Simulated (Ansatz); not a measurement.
Consider this model of amorphous Te24O36.

```xyz
60
Lattice="10.7236 0.0000 0.0000 0.0000 10.7236 0.0000 0.0000 0.0000 10.7236" Properties=species:S:1:pos:R:3 pbc="T T T"
Te     7.7192     6.4360     2.2767
Te    10.3458     3.8524    10.6483
Te     3.1452     1.3333     1.1708
Te     9.2833     0.7416     4.2992
Te     3.8267     9.8506     9.4600
Te     6.3489    10.4069     2.3977
Te     3.8969     7.7991     3.5444
Te    10.5796     7.5463     8.9560
Te     6.6674     4.1190     5.8016
Te     5.2970     5.0532     2.6272
Te     7.9904     7.5125     6.4808
Te     9.1132     4.0670     2.3714
Te     2.1042     2.8042     5.4570
Te     3.2929     5.9899     8.7127
Te     0.4571     1.3898     8.4563
Te    10.4888    10.1258     1.4803
Te     6.4731     6.2099     9.0415
Te     1.9517     5.3186     0.8868
Te     0.6427     6.1415     4.0115
Te     1.5016    10.2481     6.6618
Te     5.6372    10.0989     5.9496
Te     9.8571     3.7370     6.8406
Te     8.2855    10.4933    10.3497
Te     5.9132     2.5383     9.9911
O     10.3543    10.2861     5.2234
O      2.4963     3.2278     3.7228
O      9.2805     8.3682     7.6167
O      0.8783     6.5719     2.0775
O      6.1147     3.7044     3.9712
O      7.4112     9.3262     5.7655
O      6.7709     2.4465     6.5462
O      1.8177     6.6924    10.2404
O      5.9843     8.5893     2.5845
O      2.3679     0.8813     5.3585
O      7.9385     5.6596     7.8161
O      4.5561     8.6454     5.4363
O     10.4660     0.9931     2.7479
O      3.8660     6.5001     1.9423
O      3.3647     1.0390     9.9951
O      4.9234     2.4617     0.9432
O      6.6086     4.2725    10.2564
O     10.1146     7.4028     4.3895
O      6.4738     7.7539     7.6660
O      4.4535     7.2910     9.4660
O      4.1125    10.5592     1.7672
O      0.0997     2.7666     5.3108
O      5.1055     5.2272     8.0403
O      2.2953     7.1631     4.5249
O      1.4600    10.6612     0.8225
O      9.8672     8.5683    10.3796
O      3.3618    10.2989     7.6105
O      1.2647     8.6070     8.3229
O      3.2909     4.5820     9.9975
O      5.7498     0.2880     4.2313
O      8.5899     4.3035     5.3038
O      5.6070    10.2726     9.2761
O      4.9708     6.2632     4.2121
O      8.2821    10.2165     3.1685
O      7.4858     1.6627     0.0140
O      0.3634     5.1195     6.8056
```

Calculation: PBE, scalar-relativistic without spin-orbit coupling (plane waves to 420 eV, PAW; Ansatz, a first-principles code). The usual formal charges leave 24 electrons over, so the level spacing at the Fermi energy parts defect or band states and needn't be the band gap.

Preparation: random packing, a CHGNet melt and quench, and a DFT relaxation. O atoms were pushed apart under 1.9 Å during the dynamics, to hinder bonds among them. The hot cell started wider than the set density and was brought back towards it in steps. It is the lowest in DFT energy of 2 quenches. It is a model cell: composition and starting density were chosen by hand, and all elements were melted together. No dispersion term was used. Its density started from a set value of 5.75 and ended at 4.90 g/cm³. Cooling (nominally 150 K/ps over its main leg) ran many orders faster than in experiment, which tends to leave more defects and strain. Values belong to this one cell and scatter from quench to quench. The volume was free in the relaxation, at fixed shape. On a 2×2×2 Γ-centred mesh force components of up to 0.16 eV/Å stay, since the relaxation ran on the zone centre alone.

Cut-offs for bonds: Te-Te 3.23 Å, Te-O 2.60 Å, O-O 1.58 Å. Two cations that share two anions don't count as bonded, nor two that share one unless they lie closer than Te-Te 2.95 Å.

**Question.** Give the coordination numbers, mean bond lengths and angles.

**Answer.** 
| Item | Result |
|---|---|
| Mean coordination of Te by anions | 2.92 (4 with 0, 1 with 2, 10 with 3, 7 with 4, 2 with 5); 14 close contacts or bonds to cations besides |
| Mean coordination of O | 1.94 (5 with 1, 28 with 2, 3 with 3) |
| Mean Te-O bond | 2.052 Å (spread 0.177 Å, 70 counted) |
| Mean Te-Te bond | 2.866 Å (spread 0.129 Å, 7 counted) |
| Bond angle at Te | mean 101.3°, spread 27.2° |
| Bond angle at O | mean 120.0°, spread 15.3° |

**Question.** List the pairs of like atoms that count as bonded by the rules above.

**Answer.** Te1-Te10 (2.81 Å), Te1-Te12 (2.75 Å), Te2-Te12 (2.75 Å), Te2-Te18 (2.92 Å), Te15-Te22 (3.14 Å), Te15-Te20 (2.79 Å), Te16-Te23 (2.90 Å).
